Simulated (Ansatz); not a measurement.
Functionals compared on the (0001) surface of wurtzite GaN, Ga-terminated, 2x2 with 3 NH2 on 4 top atoms (bottom of the slab: 3 H on 4 bottom sites), in Ansatz (plane waves, PAW). The structure was relaxed with PBE; the other rows are single points on it. Cutoff 420 eV (500 eV for r2SCAN).

Set-up: 52 atoms, 14.7 Å thick at the start with caps and adatoms; mesh 4x4x1; 0.025 eV smearing; dipole correction on; 8 atoms held, the rest relaxed; no symmetry held; no spin, no spin-orbit, no U. It is one candidate, not shown to be the stable structure of the face. These notes are the PBE run's.

```tsv
functional	gap of the slab on its k-mesh (eV)	highest filled level below the top vacuum level (eV)	rough cost of the single point
PBE	0.86	5.35	–
r2SCAN	…	…	around 4 core-minutes (rough)
```

**Question.** Complete the blanks.

**Answer.** 
- r2SCAN, gap of the slab on its k-mesh (eV): 1.25
- r2SCAN, highest filled level below the top vacuum level (eV): 5.63

Ansatz is an electronic-structure program.
